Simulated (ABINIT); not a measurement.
Equation of state of wurtzite SiC (space group 186): energy against volume (ABINIT, PBE)

```
CELL_PARAMETERS angstrom
      3.02523     0.00000     0.00000
     -1.51262     2.61993     0.00000
      0.00000     0.00000     4.96021
ATOMIC_POSITIONS crystal
  Si 0.33333 0.66667 0.00000
  Si 0.66667 0.33333 0.50000
  C  0.33333 0.66667 0.37500
  C  0.66667 0.33333 0.87500
```

Method of the run: PBE, norm-conserving pseudopotentials (PseudoDojo nc-sr-05 PBE standard) (plane waves; ABINIT). Settings: pseudos = [Si.upf, C.upf]; ecut = 53 Ha; ixc = 11; occopt = 3; tsmear = 0.00036749 Ha; ngkpt = 12 12 7; nshiftk = 1; shiftk = 0 0 0; potentials = PseudoDojo nc-sr-05 PBE standard; nband = 13; kptopt = 1; nstep = 50; tolvrs = 1e-11. The cell above is the first row's. The rows scale it uniformly. In all rows fractional positions and the k mesh are held. E is the free energy at the stated smearing, counted from the lowest row.

```
V (Å^3/atom)  E (meV/atom)
------------  ------------
9.829                    ?
10.042               14.49
10.256                4.00
10.470                0.00
10.683                1.86
10.897                9.03
11.111               20.99
11.324               37.30
11.538               57.51
```

The 8 complete rows are fitted with the third-order Birch-Murnaghan form, a cubic in V^(-2/3), E against V. With u = V^(-2/3) - 0.205, the rows have u = 0.009842, 0.006843, 0.003947, 0.001160, -0.001548, -0.004169, -0.006695, -0.009155. Least squares gives E = 4.283 - 2508.68·u + 360762·u² - 47127·u³. Residuals (row less fit): -0.003, 0.006, 0.001, 0.002, -0.001, -0.025, 0.037, -0.013; standard error 0.024 (degrees of freedom: 4). Its minimum lies at u = 0.003479, so V0 = (0.208479)^(-3/2) = 10.51. There d²E/du² = 720500 and d³E/du³ = -282800, so B0 = (4/9) × 10.51^(-7/3) × 720500 × 0.160218 = 212 GPa (the last factor turns the table's units into GPa), and B0' = 4 + (2/3) × 0.208479 × (-282800)/720500 = 3.9. The program's pressures in the fitted runs (not shown) pass through zero at V = 10.50, 0.00 % from this V0.

Question: Predict the withheld E at V = 9.829 from the fit, and compare with the calculation.

Answer: u = 0.012935, so E = 4.283 - 2508.68 × 0.012935 + 360762 × 0.012935² - 47127 × 0.012935³ = 32.092 meV/atom. The calculation gives 32.14 meV/atom, 0.048 meV/atom above the prediction (0.1 % of the range of E in the table). The row lies outside the fitted rows, so this is an extrapolation. From the scatter of the fitted rows alone, a prediction at this place has a standard error of 0.069 meV/atom, so the miss is 0.7 times that.

Carrying the step between the two nearest rows on in a straight line would have given 24.93, off by 7.21; series whose last step already gives the withheld value aren't shown. The scan was laid around a cell of about the measured size, scaled by a guess for this functional; axis ratios and inner coordinates come from that cell. This is the 2H polytype. The runs keep the symmetry of the cell, so they don't test it for distortions. The shape of the cell and the inner coordinates aren't relaxed, so V0 and B0 belong to this uniform scaling; a relaxed crystal lies no higher in energy and is usually softer (forces reach 0.08 eV/Å in these rows). Cutoffs and mesh are single choices, not tested for convergence of this quantity. Series with a scatter that would blur these digits, or in which a gap closes, are not shown. Nor are scans whose minimum lies at an end fitted in this form.
